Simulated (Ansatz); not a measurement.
## YIr in the CsCl type structure (space group Pm-3m, No. 221)

```
YIr
1.0
    3.38511     0.00000     0.00000
    0.00000     3.38511     0.00000
    0.00000     0.00000     3.38511
Y Ir
1 1
Direct
  0.50000   0.50000   0.50000
  0.00000   0.00000   0.00000
```

Method: PBEsol/PAW in Ansatz (a quantum-chemistry and plane-wave program), scalar-relativistic without spin-orbit coupling. k-mesh 14×14×14 (Γ-centred); smearing 0.05 eV (Fermi–Dirac).

| Quantity | Value |
|---|---|
| Volume per atom | 19.39 Å³ |
| Density | 12.03 g/cm³ |
| Band gap | zero |
| Total energy | -7797.798 eV/atom (σ→0; compares only within this code and set-up) |

Spin-orbit coupling, missing from the scalar runs, can matter with Ir. Stability against distortions was not tested. All final runs are without spin polarisation.
